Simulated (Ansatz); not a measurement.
Mg: element substitutions

The parent structure is Mg in the hcp (Mg type) structure (space group P6_3/mmc, No. 194).

```
Mg
1.0
    3.17308     0.00000     0.00000
   -1.58654     2.74797     0.00000
    0.00000     0.00000     5.18247
Mg
2
Direct
  0.33333   0.66667   0.75000
  0.66667   0.33333   0.25000
```

Each row replaces one element on all its sites; cell and atoms are relaxed.

The values are results of Ansatz (a program for electronic structure) r2SCAN, no spin-orbit coupling, not measurements.

Candidates:
(a) Mg → Y
(b) Mg → Si
(c) Mg → Sc

For the base:

| Item | Value |
|---|---|
| c/a ratio | 1.633 |

Problem. Order them by c/a ratio, lowest first.

Solution. (a) Mg → Y (1.547), (c) Mg → Sc (1.559), (b) Mg → Si (1.714)

Whether these cells are dynamically stable was not tested. For Si in this form, whether it has been made was not checked. The final runs are not spin-polarised. This is not the structure that Si has at room temperature and ambient pressure.
